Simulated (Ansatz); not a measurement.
A periodic model of amorphous Zr20O41Zn:

```xyz
62
Lattice="9.2341 0.2044 -0.0124 0.2044 9.2155 -0.1669 -0.0124 -0.1669 9.2543" Properties=species:S:1:pos:R:3 pbc="T T T"
Zr     4.3598     8.0060     1.1766
Zr     8.9251     3.0111     0.5584
Zr     0.3175     6.7603     4.6686
Zr     1.1040     0.7448     2.6624
Zr     2.0477     7.9387     7.5532
Zr     0.6768     6.5201     1.2952
Zr     7.5935     9.1685     8.7330
Zr     0.4693     1.2085     6.2238
Zr     3.4635     7.6247     4.3982
Zr     6.3364     3.0093     7.5734
Zr     4.3213     0.7029     7.3223
Zr     7.3633     8.9068     2.6831
Zr     0.2804     4.4366     7.0714
Zr     1.9034     3.9929     3.4606
Zr     7.9141     3.1324     4.1434
Zr     4.3636     1.7306     4.1884
Zr     6.5934     6.6216     5.8707
Zr     3.8206     4.8025     6.0277
Zr     4.9675     5.2842     2.6138
Zr     2.6729     3.3255    -0.0452
O      2.0314     7.6025     0.3043
O      3.9844     8.6191     8.5516
O      2.2099     5.6012     4.8005
O      3.2757     4.0802     1.7205
O      0.8728     4.6423     0.4325
O      7.7548     2.7033     6.1601
O      3.3885     9.1694     2.6586
O      0.6331     2.5464     7.9691
O      6.3241     1.4922     3.5627
O      3.2957     6.6263     2.5991
O      7.1711     2.2912    -0.0268
O      2.4800     4.3267     7.4591
O      4.9943     6.1423     4.6576
O      4.4167     2.4337     8.5690
O      3.9738     3.8809     4.0831
O      0.7245     3.3483     5.3024
O      5.6446     4.9253     6.9304
O      4.3800     0.0032     5.3015
O      0.4094     5.4509     3.0670
O      0.4239     7.9906     2.8353
O      8.5615     0.8271     1.4113
O      6.3083     0.8194     7.3617
O      2.3067     1.9818     3.8627
O      8.9193     1.2080     4.2630
O      0.1143     2.9233     2.6362
O      2.2900     0.7604     7.0174
O      6.6512     4.2649     3.0489
O      6.7865     7.4748     7.6283
O      4.6610     2.5500     6.0395
O      1.6282     8.3230     5.1586
O      1.6553     1.8302     0.9219
O      8.1524     7.4143     0.7057
O      3.5301     6.9657     6.5158
O      7.8225     4.4290     8.3958
O      6.1311     9.1959     0.9201
O      5.7921     7.5813     2.7548
O      7.6831     7.8731     4.6407
O      5.1365     6.0614     0.7028
O      9.3215     9.2764     7.4620
O      0.7057     6.4325     6.9468
O      8.1542     5.3990     5.4937
Zn     6.8047     6.0229     9.0099
```

Level of theory: PBE, scalar-relativistic without spin-orbit coupling (plane waves to 420 eV, PAW; Ansatz, a first-principles code).

A CHGNet melt-quench gave the starting glass, which DFT then relaxed. O atoms were pushed apart under 1.9 Å during the dynamics, to hinder bonds among them. The hot cell started wider than the set density and was brought back towards it in steps. It is the lowest in DFT energy of 2 quenches. It is a model cell: composition and starting density were chosen by hand, and all elements were melted together. No dispersion term was used. Its density started from a set value of 5.30 and ended at 5.37 g/cm³. The quench (nominally 380 K/ps over its main leg) was far faster than any real one, so the model tends to hold more defects than a real film. A cell of this size samples the disorder only roughly. Volume and shape were free in the relaxation.

Cut-offs for bonds: Zr-Zr 3.41 Å, Zr-O 2.90 Å, Zr-Zn 3.05 Å, O-O 1.58 Å, O-Zn 2.26 Å, Zn-Zn 2.68 Å. Two cations that share two anions don't count as bonded, nor two that share one unless they lie closer than Zr-Zr 3.32 Å, Zr-Zn 2.96 Å, Zn-Zn 2.61 Å.

Give the coordination numbers, mean bond lengths and angles.


The mean coordination of Zr by anions is 6.80 (2 with 5, 3 with 6, 12 with 7, 3 with 8) and the mean coordination of O is 3.41 (1 with 2, 22 with 3, 18 with 4). The mean coordination of Zn by anions is 4.00 (1 with 4) and the mean Zr-O bond is 2.197 Å (spread 0.167 Å, 136 counted). The mean O-Zn bond comes out as 1.993 Å (spread 0.040 Å, 4 counted) and the bond angle at Zr is mean 101.1°, spread 29.9°. The bond angle at O is mean 111.2°, spread 17.7° and the bond angle at Zn comes out as mean 108.3°, spread 12.0°.

List the pairs of like atoms that count as bonded by the rules above.

There are none by these rules.
